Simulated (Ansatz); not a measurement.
The parent structure is WC (space group P-6m2, No. 187; a = 2.912 Å, c = 2.836 Å). Axes: x lies along a and z along c of the hexagonal cell.

Calculations: DFT with r2SCAN, PAW potentials and a 500 eV plane-wave cutoff in Ansatz (an electronic-structure program), no spin-orbit coupling.

For the base:

| Quantity | Result |
|---|---|
| Shortest interatomic distance | 2.200 Å |
| Pressure | 0.0 GPa |

The change: compressive biaxial strain of 2.47 % in the plane normal to [001], as in epitaxy on a mismatched substrate; the out-of-plane cell vector and the atoms relax.

Question: What happens to the shortest interatomic distance and pressure?

Answer: The shortest interatomic distance falls by 0.0232 Å, from 2.200 Å to 2.176 Å; the pressure (mean of the normal stresses, compression positive) goes from zero to 16.8 GPa.

Without a gap, meshes like the base's 18×18×16 leave anisotropic stresses uncertain by several tenths of a GPa, and small strain energies with them. No phonon test of stability was made. All final runs are without spin polarisation.
